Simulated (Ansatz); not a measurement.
Al (space group P6_3/mmc, No. 194; a cell from a computed database, its experimental status unchecked)

```cif
data_Al4
_chemical_formula_sum 'Al4'
_space_group_name_H-M_alt 'P 1'
_space_group_IT_number 1
_cell_length_a 2.82938
_cell_length_b 2.82938
_cell_length_c 9.36910
_cell_angle_alpha 90.000
_cell_angle_beta 90.000
_cell_angle_gamma 120.000
loop_
_space_group_symop_operation_xyz
  'x, y, z'
loop_
_atom_site_label
_atom_site_type_symbol
_atom_site_fract_x
_atom_site_fract_y
_atom_site_fract_z
_atom_site_occupancy
Al1 Al 0.00000 0.00000 0.00000 1
Al2 Al 0.00000 0.00000 0.50000 1
Al3 Al 0.33333 0.66667 0.25000 1
Al4 Al 0.66667 0.33333 0.75000 1
```

Computed with PBEsol (Ansatz, a first-principles code; PAW; 420 eV plane waves; without spin-orbit coupling). Γ-centred 19×19×5 mesh, Fermi–Dirac width 0.05 eV.

| Item | Value |
|---|---|
| Volume per atom | 16.24 Å³ |
| Density | 2.76 g/cm³ |
| Band gap | zero |
| Total energy | -524.534 eV/atom (σ→0; compares only within this code and set-up) |

No phonon test of stability was made. This is not the structure that Al has at room temperature and ambient pressure.
